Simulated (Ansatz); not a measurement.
Take Ag in the fcc (Cu type) structure (space group Fm-3m, No. 225; relaxed with 0.1 eV smearing) as the base.

```xyz
1
Lattice="0.0000 2.0269 2.0269 2.0269 0.0000 2.0269 2.0269 2.0269 0.0000" Properties=species:S:1:pos:R:3 pbc="T T T"
Ag     0.0000     0.0000     0.0000
```

Cartesian axes are those of the cell as printed.

All numbers come from Ansatz (a program for electronic structure) PBEsol, without spin-orbit coupling.

Strains are applied to the cell and any free atomic positions relax; under biaxial strain the out-of-plane vector relaxes too.

One change was made to it. Results:

```json
[
 {"quantity": "energy relative to the base (free energy F)", "base": "0 meV/atom", "after": "+146 meV/atom"},
 {"quantity": "pressure", "base": "0.0 GPa", "after": "24.9 GPa"}
]
```

Problem. What was done to the base?
A. isotropic strain −4.58 %
B. uniaxial strain ε_zz = −1.80 %
C. biaxial strain +1.56 %, plane normal [110], relaxed out of plane
D. strain tensor (xx, yy, zz, yz, xz, xy) = (−0.45, +0.56, −1.12, −0.63, +0.49, +1.26) %
E. uniaxial strain ε_zz = +0.14 %

Solution. A, isotropic strain −4.58 %. For comparison, the energy relative to the base in the other runs: uniaxial strain ε_zz = −1.80 % gives +2.5 meV/atom; strain tensor (xx, yy, zz, yz, xz, xy) = (−0.45, +0.56, −1.12, −0.63, +0.49, +1.26) % gives +3.5 meV/atom; biaxial strain +1.56 %, plane normal [110], relaxed out of plane gives +4.6 meV/atom; uniaxial strain ε_zz = +0.14 % gives 0.0 meV/atom.

A biaxial case was relaxed in a doubled cell and then solved in the primitive one. Stability against distortions was not tested.
